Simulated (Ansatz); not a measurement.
Consider HgTe in the zinc blende structure (space group F-43m, No. 216).

HgTe is modelled in the cubic space group F-43m (No. 216), the zinc blende structure, Pearson symbol cF8. Conventional cell: a = 6.5099 Å, b = 6.5099 Å, c = 6.5099 Å, α = 90.00°, β = 90.00°, γ = 90.00°. Te on 4c is surrounded by 4 Hg at 2.819 Å (tetrahedral). Hg on 4a is coordinated by 4 Te at 2.819 Å (tetrahedral). (Neighbours: up to the widest gap in distance over summed covalent radii, below 1.35, at either atom; cation-cation and far metal-metal contacts left out.)
(The calculation used a cell of 2 atoms; values per cell refer to that cell.)

Computed with PBEsol (Ansatz, a program for electronic structure; PAW; 420 eV plane waves; scalar-relativistic without spin-orbit coupling), earlier PAW set.

Before the change:

The lattice parameter a is 651.0 pm.

It is then changed as follows: Cu takes the place of Hg on all its sites, then cell and atoms are relaxed.

Tabulated Pauling electronegativity and covalent radius: Hg 2.00, 1.32 Å; Cu 1.90, 1.32 Å.

**Question.** What happens to the lattice parameter a?

**Answer.** The lattice parameter a drops by 72.3 pm (651.0 pm → 578.7 pm).

With Hg and Te present, leaving out spin-orbit coupling can change the band edges. Stability against distortions was not tested. As relaxed here, CuTe is a hypothetical phase, not in the database extracts checked. All final runs are without spin polarisation. An odd electron count without spin: CuTe.
